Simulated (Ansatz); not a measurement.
Take KCl in the rock salt structure (space group Fm-3m, No. 225; a = 6.381 Å) as the base.

The values are results of Kohn–Sham DFT with the PBE functional, run in Ansatz (a program for electronic structure) with PAW and 420 eV plane waves, scalar-relativistic without spin-orbit coupling, not measurements.

For the base:

| Property | Result |
|---|---|
| Valley order | Γ 5.05 eV; X along ⟨100⟩ 6.56 eV |
| Width of the top valence band | 0.45 eV |
| Electron mass | 0.45 mₑ (at Γ) |

Modification: a hydrostatic pressure of 0.7 GPa.

Predict the new valley order, width of the top valence band and electron mass.

The valley order (the lowest conduction-band minima on the path, energy above the VBM, named in the base's zone) changes from Γ 5.05 eV; X along ⟨100⟩ 6.56 eV to Γ 5.18 eV; X along ⟨100⟩ 6.53 eV; the width of the top valence band grows by 0.02 eV to 0.47 eV; the electron mass remains 0.45 mₑ (at Γ).

The levels and masses belong to the bands next to the band gap. Load acts through the strain it causes; cell and atoms are relaxed under it. Masses are band curvatures over ±0.01 Å⁻¹ around the edge. Whether these cells are dynamically stable was not tested.
